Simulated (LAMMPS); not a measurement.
Melts of Cu (fcc) cooled to 300 K at several rates.

All values are model results, not measurements: classical MD, pair style eam, the elements' _u3.eam files (universal-3 set of Foiles, Baskes and Daw); code LAMMPS.

```tsv
cooling rate (K/s)	energy above the crystal	state	density	coordination number	rough cost
3e+12	0.021 eV/atom	crystallised	8.76 g/cm³ (one sample)	12.1 (counted to 3.10 Å)	26 core-minutes
1e+13	0.069 eV/atom	partly crystallised	8.62 g/cm³ (one sample)	13.0 (counted to 3.34 Å)	11 core-minutes
1e+14	0.075 eV/atom	glass	8.60 g/cm³ (one sample)	12.8 (counted to 3.30 Å)	7 core-minutes
```

Costs are rough and include melting and analysis.

Caution (rows 3e+12; 1e+13): the cell keeps the atom count and shape of the starting crystal, which eases freezing.
